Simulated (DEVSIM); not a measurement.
Structure: Cr/Al2O3/p-Ge capacitor, at 300 K.

Layer 1 from the left is Al2O3, thickness (nm) 22.0. Layer 2 from the left is Ge, thickness (nm) 7900, Na (cm⁻³) 5.7e15.

Metal gate on the left, work function 4.5 eV. Fixed charge at the semiconductor interface -9.4e10 cm⁻² (in units of +e); no interface traps.

This is a model device: material constants are rounded textbook-type values typed into the input, and sizes, dopings and lifetimes were drawn at random. Values at 300 K.

Al2O3: gap (eV) 6.8, affinity (eV) 1.35, permittivity 9. Ge: gap (eV) 0.664, affinity (eV) 4, permittivity 16, Nc (cm⁻³) 1.04e19, Nv (cm⁻³) 6e18.

Model (solved in DEVSIM): 1D Poisson equation in equilibrium, Boltzmann statistics, complete ionisation; no quantum confinement or tunnelling. Metal contacts follow the ideal Schottky-Mott rule: no Fermi-level pinning, no interface dipoles.

Question: What does the simulation give for the threshold voltage (band bending 2φF), the flat-band voltage, the minimum of the low-frequency capacitance?

Answer: threshold voltage (band bending 2φF) 0.42 V; flat-band voltage 0.06 V; minimum of the low-frequency capacitance 0.0525 μF/cm².
